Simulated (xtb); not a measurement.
xtb 6.7.1, GFN1-xTB: Sn(SMe)4 (C[S][Sn]([S]C)([S]C)[S]C), 21 atoms. The geometry is a generated start, not checked to be a minimum at this level.

```yaml
method: GFN1-xTB
"--acc": 1 (default)
"--etemp (K)": 300 (default)
detailed input (--input): "none: ANC optimiser, Lindh (1995) Hessian, microcycle=20, maxdispl=1.0, hlow=0.01 (default)"
basis_functions: 90
valence_electrons: 56
```

```xyz
21

C     -0.8525    -2.8399    -1.4893
S     -0.7962    -1.0901    -1.9719
Sn    -0.0949     0.0461     0.1031
S     -0.5549     2.4537    -0.1912
C     -1.9128     2.5135    -1.3951
S     -1.2953    -1.0178     1.9875
C     -0.2703    -0.5958     3.4257
S      2.3089    -0.2190     0.5889
C      3.0876     0.9035    -0.6049
H     -1.6643    -3.0021    -0.7885
H      0.0975    -3.1451    -1.0651
H     -1.0368    -3.3877    -2.4085
H     -2.3103     3.5206    -1.3356
H     -2.6815     1.7971    -1.1330
H     -1.5287     2.3198    -2.3895
H      0.7632    -0.8684     3.2403
H     -0.3620     0.4615     3.6489
H     -0.6665    -1.1851     4.2469
H      2.7068     1.9109    -0.4728
H      2.9140     0.5497    -1.6152
H      4.1492     0.8745    -0.3807
```

The structure is relaxed from this start with --opt LEVEL for the levels crude, sloppy, loose, lax, normal, tight, vtight, extreme, once each. Up to the end of the extreme run atoms move by at most 0.61 Å along an axis.

Q: What is the loosest level that ends within 1 meV of the extreme run, and how many cycles does it take?

A: tight: 44 cycles against 66, ending 0.24 meV above.

```tsv
level	cycles	energy above the extreme run (meV)	gradient norm (eV/Å)
crude	6	14	0.17
sloppy	6	14	0.17
loose	9	11	0.18
lax	19	3.5	0.050
normal	22	3.1	0.028
tight	44	0.24	0.041
vtight	59	0.013	0.0030
extreme	66	—	0.0021
```
